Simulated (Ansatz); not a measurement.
**Response to strain in TiC**

The parent structure is TiC in the rock salt structure (space group Fm-3m, No. 225; relaxed with 0.1 eV smearing).

```yaml
crystal:
  lattice:
    - [0.00000, 2.14651, 2.14651]
    - [2.14651, 0.00000, 2.14651]
    - [2.14651, 2.14651, 0.00000]
  atoms:
    - { symbol: C, position: [0.00000, 0.00000, 0.00000] }
    - { symbol: Ti, position: [0.50000, 0.50000, 0.50000] }
```

Cartesian axes are those of the cell as printed.

Strains are applied to the cell and any free atomic positions relax; under biaxial strain the out-of-plane vector relaxes too.

Calculations: Kohn–Sham DFT with the PBEsol functional, run in Ansatz (an electronic-structure program) with PAW and 420 eV plane waves, spin-orbit coupling left out, earlier PAW set.

Notes on the quantities. pressure: mean of the normal stresses, compression positive; energy relative to the base: free energy F.

| case | pressure | volume per atom | energy relative to the base |
|---|---|---|---|
| base | 0.0 GPa | 9.89 Å³ | 0 meV/atom |
| biaxial strain +0.21 %, plane normal [001], relaxed out of plane | -0.9 GPa | 9.92 Å³ | +0.2 meV/atom |
| biaxial strain −2.80 %, plane normal [110], relaxed out of plane | 12.0 GPa | 9.50 Å³ | +30 meV/atom |
| biaxial strain −1.78 %, plane normal [111], relaxed out of plane | 7.1 GPa | 9.64 Å³ | +11 meV/atom |
| isotropic strain −5.76 % | 67.7 GPa | 8.28 Å³ | +0.294 eV/atom |
| isotropic strain +1.45 % | -10.6 GPa | 10.33 Å³ | +15 meV/atom |
| isotropic strain +5.04 % | -29.3 GPa | 11.46 Å³ | +163 meV/atom |
| uniaxial strain ε_xx = −0.92 % | 2.6 GPa | 9.80 Å³ | +1.5 meV/atom |
| uniaxial strain ε_zz = −1.73 % | 5.0 GPa | 9.72 Å³ | +5.5 meV/atom |
| uniaxial strain ε_zz = −0.92 % | 2.6 GPa | 9.80 Å³ | +1.5 meV/atom |

No phonon test of stability was made. All final runs are without spin polarisation.
